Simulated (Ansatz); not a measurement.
**NbP (model structure, started from the CoSn type, P6/mmm, No. 191, 6 atoms in the cell): properties by level of theory**

```csv
level (code),equilibrium lattice constant a (Å),lattice parameter c (Å)
PBE (Ansatz),…,4.011
PBEsol (Ansatz),5.524,3.984
PBE-D3(BJ) (Ansatz),5.523,…
```

Fill in the missing entries.


- PBE (Ansatz, a first-principles code), equilibrium lattice constant a (Å): 5.589
- PBE-D3(BJ) (Ansatz), lattice parameter c (Å): 3.971

Ansatz's density-functional and Hartree–Fock values are scalar-relativistic unless marked +SOC, with PAW data made under PBE.

A model structure was made by putting elements into a prototype or built by hand; it is no filed structure, need not be a known phase, and can be a saddle point held by its symmetry.
